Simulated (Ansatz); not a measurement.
Al2O3 under a change: isotropic strain +1.50 %

Take Al2O3 in the corundum structure (space group R-3c, No. 167; a = 4.729 Å, c = 12.892 Å (hexagonal axes)) as the base.

The change: an isotropic linear strain of +1.50 %, atoms relaxed at fixed cell.

Computed with DFT with LDA, PAW potentials and a 420 eV plane-wave cutoff in Ansatz (a first-principles code), spin-orbit coupling left out. Γ-centred 9×9×9 mesh, Fermi–Dirac width 0.05 eV.

Volume per atom: 8.70 Å³ (base 8.32 Å³)
Space group: R-3c (No. 167) (base R-3c (No. 167))
Shortest interatomic distance: 1.873 Å (base 1.844 Å)
Energy relative to the base (free energy F): +13 meV/atom
Pressure (mean of the normal stresses, compression positive): -10.53 GPa (base -0.01 GPa)
Band gap: 5.88 eV (base 6.43 eV)
Gap character: direct at Γ (base direct at Γ)
Mean gap deformation potential ΔEg/Δln V: -12.3 eV
Width of the top valence band: 0.61 eV (base 0.66 eV)
Electron mass: 0.40 mₑ along c, 0.37 mₑ across (at Γ) (base 0.43 mₑ along c, 0.39 mₑ across (at Γ))
Valence-band top at Γ (three highest levels, from the VBM): 0.00, -0.02, -0.02 eV (base 0.00, -0.04, -0.04 eV)

Final structure:

```
Al2O3
1.0
    2.40007     1.38568     4.36166
   -2.40007     1.38568     4.36166
    0.00000    -2.77136     4.36166
Al O
4 6
Cartesian
  0.00000   0.00000   8.47736
  0.00000   0.00000   1.93486
  0.00000   0.00000   4.60763
  0.00000   0.00000  11.15013
  0.73281   1.50210   5.45208
 -1.66726  -0.11642   5.45208
 -0.73281  -1.50210   7.63291
 -0.93446   1.38568   7.63291
  1.66726   0.11642   7.63291
  0.93446  -1.38568   5.45208
```

Cost of the whole job for the changed cell (relaxation, final SCF and bands): about 40 core-seconds (a rough figure).

Effective masses come from finite differences of ±0.01 Å⁻¹. Whether these cells are dynamically stable was not tested.
